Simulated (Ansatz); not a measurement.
The parent structure is Ag in the fcc (Cu type) structure (space group Fm-3m, No. 225; a = 4.1052 Å).

The other end (x = 1) is Cd in the fcc (Cu type) structure (space group Fm-3m, No. 225; a model cell, its experimental status unchecked): 21.71 Å³/atom, gap zero; this end may not be an ambient phase.

Method: r2SCAN (Ansatz, a first-principles code; PAW; 500 eV plane waves; no SOC).

Cd replaces a fraction x of Ag; each row is one arrangement (x, atoms in the cell, starting space group or random), fully relaxed.

One change was made to it. Results:

The mixing energy comes out as -0.02 eV/atom (to 0.01 eV only: unlike meshes or grids) (against an end that may be hypothetical); the shortest interatomic distance goes up by 8.76 pm to 299.0 pm; the deviation of the volume from the linear (Vegard-type) interpolation is -2.9 %.

### Question
Name the change that was made.
A) x(Cd) = 0.333, 3 atoms, P-3m1
B) x(Cd) = 0.75, 4 atoms, Cmmm
C) x(Cd) = 0.5, 4 atoms, Pmmn

### Answer
B, x(Cd) = 0.75, 4 atoms, Cmmm. For comparison, the shortest interatomic distance in the other runs: x(Cd) = 0.333, 3 atoms, P-3m1 gives 288.8 pm; x(Cd) = 0.5, 4 atoms, Pmmn gives 287.9 pm.

These are small ordered cells, not random alloys; other orderings at the same x differ. Stability against distortions was not tested. This is not the structure that Cd has at room temperature and ambient pressure.
